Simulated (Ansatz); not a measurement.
The starting structures come from a database of crystals and need not be the phases stable at ambient conditions.

The decay constant κ of evanescent states in the gap governs leakage through a thin film.

```xyz
2
Lattice="3.0269 0.0000 0.0000 0.0000 3.0269 0.0000 1.5134 1.5134 2.1840" Properties=species:S:1:pos:R:3 pbc="T T T"
Al     0.0000     0.0000     0.0000
N      1.5134     3.0269     1.0920
```

Space group of this cell: I-4m2. The cell is strained (lengths across the current scaled by 0.98, ions clamped); by r2SCAN its mean pressure is 9.4 GPa.

Transport runs along the normal of the first two printed cell vectors, the (001) (indices of the unstrained crystal) plane of the conventional cell.

The gap is the functional's own. No spin-orbit coupling. Mid-gap values are interpolated on the energy grid.

Question: Estimate the band gap and the smallest decay constant κ at mid-gap that r2SCAN (Ansatz, a quantum-chemistry and plane-wave program) returns for this system.

Answer: Gap 3.91 eV on a 14×14×14 mesh; κ = 0.322 1/Å, at the zone centre.
